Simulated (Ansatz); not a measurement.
For Pt (model structure, started from the diamond type, Fd-3m, No. 227, 2 atoms in the cell), LDA (plane waves, PAW; Ansatz, a program for electronic structure) gives:

| Property | Value |
|---|---|
| lattice parameter a | 5.644 Å |
| bulk modulus | 149 GPa |
| cohesive energy | 5.80 eV/atom |

**Question.** What does r²SCAN (Ansatz, plane waves, PAW) give for the same quantities?

**Answer.** 
- lattice constant a: 5.720 Å (rises by 1.3 %)
- bulk modulus: 130 GPa (falls by 13 %)
- cohesive energy: 4.55 eV/atom (decreases by 1.25 eV/atom)

Changes are worked out from the printed values.

Unless a cell is named, each level is at its own relaxed cell (LDA 22.48, r²SCAN 23.40 Å³/atom).

Levels without +SOC leave out spin–orbit coupling, which shifts energies and cells of such heavy elements.

The crystal itself was run without spin with r²SCAN; a magnetic state was not tried in these runs.

Caveats: the bulk modulus is −V dP/dV from two relaxed cells at ±2 % in volume (LDA, r²SCAN). Ansatz's density-functional and Hartree–Fock values are scalar-relativistic unless marked +SOC, with PAW data made under PBE.

A model structure was made by putting elements into a prototype or built by hand; it is no filed structure, need not be a known phase, and can be a saddle point held by its symmetry.
